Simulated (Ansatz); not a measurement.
**KTaO3 under a change: Ta on a O site (antisite), symmetric start**

Start from a 15-atom supercell of KTaO3 in the cubic perovskite structure (space group Pm-3m, No. 221; a = 4.024 Å) at its relaxed geometry.

It is then changed as follows: a neutral Ta on a O site (antisite), symmetric start, atoms relaxed at fixed cell.

Method: PBE, PAW, 420 eV (Ansatz, a quantum-chemistry and plane-wave program; no spin-orbit coupling). Γ-centred 4×5×5 mesh, Fermi–Dirac width 0.01 eV.

```yaml
pressure: 20.0 GPa (base 0.0 GPa)
energy_gained_by_relaxation: 4.77 eV
largest_displacement_of_a_host_atom_from_its_site_in_the_perfect_cell: 0.51 Å
```

Final structure:

```
CELL_PARAMETERS angstrom
      4.02438    -4.02438    -4.02438
      0.00000     4.02438    -4.02438
      4.02438     0.00000     4.02438
ATOMIC_POSITIONS crystal
  K  0.00369 0.99781 0.99563
  K  0.66667 0.66667 0.33333
  K  0.32964 0.33552 0.67104
  Ta 0.87077 0.35904 0.71809
  Ta 0.46257 0.97429 0.94858
  Ta 0.16667 0.66667 0.33333
  Ta 0.66667 0.16667 0.33333
  O  0.37403 0.79087 0.58174
  O  0.95930 0.54246 0.08492
  O  0.03299 0.52833 0.55374
  O  0.66667 0.16667 0.83333
  O  0.30034 0.80500 0.11293
  O  0.03299 0.02541 0.55374
  O  0.66667 0.66667 0.83333
  O  0.30034 0.30793 0.11293
```

The magnetic state is the one reached from the starting moments; the real material's order can differ, and small cells can't hold many antiferromagnetic ones. In so small a cell the defect repeats every few ångströms: this is an ordered compound, not a dilute defect. The mesh was chosen for an insulator and is coarse for the gapless case. The defect started on the symmetric site and kept its symmetry, so it may sit on a saddle. No Hubbard U is applied, and correlation can decide whether such a compound is a metal. The defect cell is spin-polarised and ends with 2.5 μB, a fractional moment that hangs on the mesh and smearing.
